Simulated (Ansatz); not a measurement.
Consider CdSe in the zinc blende structure (space group F-43m, No. 216).

```yaml
crystal:
  lattice:
    - [0.00000, 3.06664, 3.06664]
    - [3.06664, 0.00000, 3.06664]
    - [3.06664, 3.06664, 0.00000]
  atoms:
    - { symbol: Se, position: [0.75000, 0.75000, 0.75000] }
    - { symbol: Cd, position: [0.00000, 0.00000, 0.00000] }
```

Cartesian axes are those of the cell as printed.

Computed with plane-wave PAW DFT at the r2SCAN level (Ansatz, a quantum-chemistry and plane-wave program, 500 eV), without spin-orbit coupling.

Strains are applied to the cell and any free atomic positions relax; under biaxial strain the out-of-plane vector relaxes too.

One change was made to it. Results:

| quantity | base | after |
|---|---|---|
| electron mass | 0.093 mₑ (at Γ) | 0.090 mₑ along y, 0.095 mₑ across (at Γ) |
| valence-band top at Γ (three highest levels, from the VBM) | 0.00, 0.00, 0.00 eV | 0.00, -0.14, -0.14 eV |
| energy relative to the base (free energy F) | 0 meV/atom | +2.7 meV/atom |
| band gap | 1.04 eV | 0.96 eV |

Question: What was done to the base?
A) biaxial strain +0.57 %, plane normal [110], relaxed out of plane
B) biaxial strain −2.06 %, plane normal [001], relaxed out of plane
C) strain tensor (xx, yy, zz, yz, xz, xy) = (+1.33, −3.29, +1.06, +0.62, +0.03, +0.10) %
D) biaxial strain +0.36 %, plane normal [111], relaxed out of plane

Answer: C, strain tensor (xx, yy, zz, yz, xz, xy) = (+1.33, −3.29, +1.06, +0.62, +0.03, +0.10) %. For comparison, the electron mass in the other runs: biaxial strain +0.57 %, plane normal [110], relaxed out of plane gives 0.092 mₑ (at Γ); biaxial strain +0.36 %, plane normal [111], relaxed out of plane gives 0.093 mₑ (at Γ); biaxial strain −2.06 %, plane normal [001], relaxed out of plane gives 0.098 mₑ out of plane, 0.092 mₑ in plane (at Γ).

A biaxial case was relaxed in a doubled cell and then solved in the primitive one. Masses are band curvatures over ±0.01 Å⁻¹ around the edge. No phonon test of stability was made.
